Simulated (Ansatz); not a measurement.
Consider PbI2 in the 2H-MoS2 type structure (space group P6_3/mmc, No. 194; a = 4.273 Å, c = 14.362 Å; a hypothetical phase, not in the database extracts checked).

Level of theory: Ansatz (a quantum-chemistry and plane-wave program), PBEsol-D3(BJ), PAW, cutoff 420 eV, scalar-relativistic without spin-orbit coupling, earlier PAW set.

One change was made to it. Results:

The volume per atom falls by 7.937 Å³ to 29.92 Å³; the band gap changes from 1.39 eV to zero.

Question: Which change produced these results?
A. pressure 0.3 GPa
B. pressure 0.7 GPa
C. pressure 7.5 GPa

Answer: C, pressure 7.5 GPa. For comparison, the band gap in the other runs: pressure 0.7 GPa gives 1.10 eV; pressure 0.3 GPa gives 1.26 eV.

A case with no gap was solved on a k-mesh chosen for an insulator, which is coarse for it. With I and Pb present, leaving out spin-orbit coupling can change the band edges. Load acts through the strain it causes; cell and atoms are relaxed under it. No phonon test of stability was made. No other phases were tried under pressure. All final runs are without spin polarisation. A zero or small gap of PbI2 under pressure 7.5 GPa can be the functional's error rather than a property of the material.
